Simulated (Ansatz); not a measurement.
The starting structures come from a database of crystals and need not be the phases stable at ambient conditions.

Inside the gap of an insulator the Bloch states are evanescent, with a wavenumber k + iκ along the transport direction.

```yaml
crystal:
  lattice:
    - [6.26743, 0.00000, 0.00000]
    - [-2.30859, 8.48988, 0.00000]
    - [0.00000, 4.50930, 4.23670]
  atoms:
    - { symbol: Sb, position: [0.62968, 0.85093, 0.52002] }
    - { symbol: Sb, position: [0.37032, 0.14907, 0.47998] }
    - { symbol: Sb, position: [0.87032, 0.14907, 0.72188] }
    - { symbol: Sb, position: [0.12968, 0.85093, 0.27812] }
    - { symbol: Ru, position: [0.69746, 0.70361, 0.28348] }
    - { symbol: Ru, position: [0.30254, 0.29639, 0.71652] }
    - { symbol: Ru, position: [0.80254, 0.29639, 0.19070] }
    - { symbol: Ru, position: [0.19746, 0.70361, 0.80930] }
    - { symbol: S, position: [0.82126, 0.64737, 0.98613] }
    - { symbol: S, position: [0.17874, 0.35263, 0.01387] }
    - { symbol: S, position: [0.67874, 0.35263, 0.78087] }
    - { symbol: S, position: [0.32126, 0.64737, 0.21913] }
```

Space group of this cell: P2_1/c. The cell is taken as given; by r2SCAN its mean pressure is -2.2 GPa.

Transport runs along the normal of the first two printed cell vectors.

The gap is the functional's own, uncorrected, and κ follows it; spin-orbit coupling is left out. Mid-gap values are interpolated between the computed energies.

Task: Compute, with Ansatz (a program for electronic structure) with r2SCAN, the band gap and the smallest decay constant κ at mid-gap.

Result: Gap 1.03 eV on a 6×8×8 mesh; κ = 0.161 1/Å, at (0.500, 0.250) of the in-plane reciprocal vectors. At the zone centre, at the nearest computed energy, the slowest state has κ = 0.22 1/Å.
